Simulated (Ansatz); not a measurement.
The starting structures come from a database of crystals and need not be the phases stable at ambient conditions.

Consider the following.

```yaml
crystal:
  lattice:
    - [5.14871, 0.00000, 0.00000]
    - [0.00000, 9.27653, 0.03267]
    - [0.00000, 0.35300, 5.81723]
  atoms:
    - { symbol: Tc, position: [0.41414, 0.13706, 0.67957] }
    - { symbol: Tc, position: [0.58586, 0.86294, 0.32043] }
    - { symbol: Tc, position: [0.91414, 0.36294, 0.32043] }
    - { symbol: Tc, position: [0.08586, 0.63706, 0.67957] }
    - { symbol: O, position: [0.34409, 0.54723, 0.78991] }
    - { symbol: O, position: [0.65591, 0.45277, 0.21009] }
    - { symbol: O, position: [0.84409, 0.95277, 0.21009] }
    - { symbol: O, position: [0.15591, 0.04723, 0.78991] }
    - { symbol: O, position: [0.78270, 0.21090, 0.46198] }
    - { symbol: O, position: [0.21730, 0.78910, 0.53802] }
    - { symbol: O, position: [0.28270, 0.28910, 0.53802] }
    - { symbol: O, position: [0.71730, 0.71090, 0.46198] }
    - { symbol: O, position: [0.92608, 0.69616, 0.90626] }
    - { symbol: O, position: [0.07392, 0.30384, 0.09374] }
    - { symbol: O, position: [0.42608, 0.80384, 0.09374] }
    - { symbol: O, position: [0.57392, 0.19616, 0.90626] }
    - { symbol: F, position: [0.86458, 0.45864, 0.65725] }
    - { symbol: F, position: [0.13542, 0.54136, 0.34275] }
    - { symbol: F, position: [0.36458, 0.04136, 0.34275] }
    - { symbol: F, position: [0.63542, 0.95864, 0.65725] }
```

Space group of this cell: P2_1/c. The cell was relaxed by PBE-D3(BJ); by PBEsol its mean pressure is -2.3 GPa.

Transport runs along the normal of the first two printed cell vectors.

The gap is the functional's own. No spin-orbit coupling. Mid-gap values are interpolated on the energy grid.

### Question
Give the band gap and the smallest decay constant κ at mid-gap that Ansatz (a quantum-chemistry and plane-wave program) with PBEsol yields.

### Answer
Gap 2.61 eV on a 6×4×6 mesh; κ = 0.541 1/Å, at the zone centre.
